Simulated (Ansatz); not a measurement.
GaP (F-43m), PBE with spin-orbit coupling, rigid bands run with Ansatz (a quantum-chemistry and plane-wave program). Condition of this run: functional PBE, cell relaxed with it. Band gap 1.55 eV, N_c = 2.01e19 cm⁻³ and N_v = 2.38e19 cm⁻³ at 300 K, conductivity masses of 0.209 mₑ (electrons) and 0.508 mₑ (holes). Take k_BT = 0.02585 eV.

### Question
Find the intrinsic carrier density and the intrinsic Fermi level.

### Answer
n_i = √(N_c N_v) exp(−E_g/2k_BT) = 2.19e19 × exp(−29.98) = 2.1e6 cm⁻³. The level lies (k_BT/2) ln(N_v/N_c) = 2 meV from mid-gap (positive towards the conduction band). Each 0.1 eV added to the gap lowers n_i by a factor of 6.9.

### Question
What built-in voltage has an abrupt junction with N_A = 1e17 and N_D = 1e17 cm⁻³, all dopants ionised?

### Answer
V_bi = E_g/e − (k_BT/e) ln(N_c N_v/(N_A N_D)) = 1.55 − 0.02585 × 10.78 = 1.27 V, for the computed gap.

### Question
A film of it is 3 nm thick. Estimate the confinement energies in an infinite well.

### Answer
ħ²π²/(2m t²) = 0.376 eV·nm²/(m/mₑ × t²) gives 200 meV for electrons and 82.2 meV for holes, so the gap would widen to about 1.83 eV. Finite barriers and nonparabolic bands lower this, and with several valleys or bands the heaviest mass along the normal sets the lowest level, not this average.

Rigid bands with the computed gap; masses take one relaxation time for all states.
